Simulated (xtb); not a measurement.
xtb 6.7.1, GFN2-xTB: [CH2]CC, charge 0, multiplicity 2, 10 atoms. The geometry is a generated start, not checked to be a minimum at this level.

```
Property                  Result
-----------------  -------------
run flags                 --grad
method                  GFN2-xTB
--acc                1 (default)
--etemp (K)        300 (default)
basis functions               19
valence electrons             19
```

```xyz
10

C      1.3516     0.3212     0.1017
C      0.1780    -0.4270    -0.3791
C     -1.1318     0.0822     0.2317
H      2.2766    -0.1713     0.3198
H      1.2965     1.3875     0.2150
H      0.0919    -0.3293    -1.4741
H      0.2991    -1.4920    -0.1674
H     -1.1167    -0.0484     1.3106
H     -1.9813    -0.4622    -0.1744
H     -1.2639     1.1393     0.0162
```

Charge 0 and multiplicity 2 are set for this test and not shown to be the ground state. GFN-xTB has no spin term: --uhf 1 sets the occupations alone.

One run each on 1 thread. Values of broydamp tried: 0.02, 0.05, 0.1, 0.2, 0.4 (default), 0.6, 0.8, 1.

Task: Predict the course of the SCC iterations along this series.

Result: Fewest SCC iterations, within one of each other: 0.4 (default) with 9, 0.6 with 9, 0.8 with 9, 1 with 9. The count rises to 14 at 0.02. All converge to one solution.

```json
[
 {"broydamp": "0.02", "SCC iterations": "14", "end": "same solution"},
 {"broydamp": "0.05", "SCC iterations": "13", "end": "same solution"},
 {"broydamp": "0.1", "SCC iterations": "12", "end": "same solution"},
 {"broydamp": "0.2", "SCC iterations": "11", "end": "same solution"},
 {"broydamp": "0.4 (default)", "SCC iterations": "9", "end": "same solution"},
 {"broydamp": "0.6", "SCC iterations": "9", "end": "same solution"},
 {"broydamp": "0.8", "SCC iterations": "9", "end": "same solution"},
 {"broydamp": "1", "SCC iterations": "9", "end": "same solution"}
]
```
